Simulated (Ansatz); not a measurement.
Functionals compared on CO on the 1x1 (110) surface of bcc W, one in a 2x2 cell, started at the site 'hollow W-W-W', in Ansatz (plane waves, PAW). The structure was relaxed with PBE; the other rows are single points on it, each with its references at the same level. Cutoff 420 eV (500 eV for r2SCAN).

Slab: 18 atoms, 6.6 Å thick at the start under the adsorbate (thin: gaps and levels are the slab's own); k 6x6x1, smearing 0.1 eV, dipole-corrected; 8 atoms held, the rest relaxed; symmetry of the start imposed; no spin, no spin-orbit, no U, no dispersion correction. At the end it is bonded to 3 W. In PBE it is, or lies within 0.03 eV of, the lowest of the starts that converged. These notes are the PBE run's. Adsorption energies are against CO(g). A negative adsorption energy means that the adsorbate is more stable on the surface than in its reference.

```json
[
 {"functional": "PBE", "adsorption energy (eV)": "-1.87", "work function of the top face (eV)": "5.60", "change of the work function (eV)": "0.78", "rough cost of the single point": "–"},
 {"functional": "RPBE", "adsorption energy (eV)": "-1.57", "work function of the top face (eV)": "5.48", "change of the work function (eV)": "0.79", "rough cost of the single point": "around 90 core-seconds (rough)"},
 {"functional": "r2SCAN", "adsorption energy (eV)": "-2.00", "work function of the top face (eV)": "5.71", "change of the work function (eV)": "0.81", "rough cost of the single point": "about 4 core-minutes (a rough figure)"}
]
```

Ansatz is a quantum-chemistry and plane-wave program.
